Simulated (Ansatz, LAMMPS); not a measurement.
Si well of 8 atomic layers along [001] in random Si0.7Ge0.3, Ge share that oscillates in the well. Cell 16.67 × 16.67 × 44.22 Å, Si437Ge139, 576 atoms. Prepared with Tersoff's 1989 multicomponent potential (SiCGe.tersoff) in LAMMPS: minimisation. 

Basis: localised support functions (accuracy medium) on a full density matrix. k-points: zone centre alone; occupations: Fermi-Dirac, 0.010 eV; spin polarisation not allowed. No spin-orbit coupling.

Estimate the gap and bonding that PBE, support functions at accuracy medium on the grid of 370 eV in Ansatz (a quantum-chemistry and plane-wave program) returns for this input.


Kohn-Sham gap of the cell on its k-mesh: 0.46 eV
weight of the highest filled level on the well: 0.22
weight of the lowest empty level on the well: 0.79
coordination (neighbours within 2.854 Å): 100.0 % 4-fold
Ge-Ge bonds, mean ± spread: 2.471 ± 0.008 Å
Ge-Si bonds, mean ± spread: 2.425 ± 0.007 Å
Si-Si bonds, mean ± spread: 2.381 ± 0.007 Å
bond angles, mean ± spread: 109.5° ± 1.1°
pressure: -0.70 GPa
